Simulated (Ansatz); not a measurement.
GaN: energy against strain

GaN (wurtzite, P6_3mc, 11.371 Å³/atom at rest, c along z) under a strain ε along c (axis z), the other axes held. PBEsol in Ansatz, a plane-wave DFT program (PAW, default set), 420 eV, 12×12×7 Γ-centred mesh, Fermi-Dirac smearing 0.05 eV; ions are relaxed within the symmetry of each cell.

Here s stands for strain and y for E less E0.

```csv
strain (%),E less E0 (meV/atom)
-3.00,?
-1.20,1.96
-0.60,0.48
0.00,0.00
0.60,0.48
1.20,1.91
```

Question: Fit y against s with a parabola, and predict the withheld value at s = -3.00.

Answer: Least squares gives y = -0.003 - 0.0167·s + 1.3452·s². Residuals (row less fit): 0.006, -0.011, 0.003, 0.009, -0.004; standard error 0.011 (degrees of freedom: 2). Twice the quadratic coefficient over the volume, 2 × 1.3452 meV × 10⁴ × 0.1602 / 11.371 Å³, is the elastic constant C33 = 379 ± 2 GPa. At the withheld row, y = -0.003 - 0.0167 × (-3.0) + 1.3452 × (-3.0)² = 12.154 meV/atom. The calculation gives 12.49 meV/atom, 0.336 meV/atom above the prediction (2.7 % of the range of y in the table). The row lies outside the fitted rows, so this is an extrapolation. From the scatter of the fitted rows alone, a prediction at this place has a standard error of 0.074 meV/atom, so the miss is 4.5 times that.

One order more, fitted to all 11 runs of the series, follows each within 0.01, so the miss is the next term of a smooth law. Rows are the converged runs of the series near zero and its far end; series whose fitted rows scatter by over a few per cent of the range, as at a crossing or softening among them, aren't shown in this form. Most that stay on the fit to the last digits aren't either.
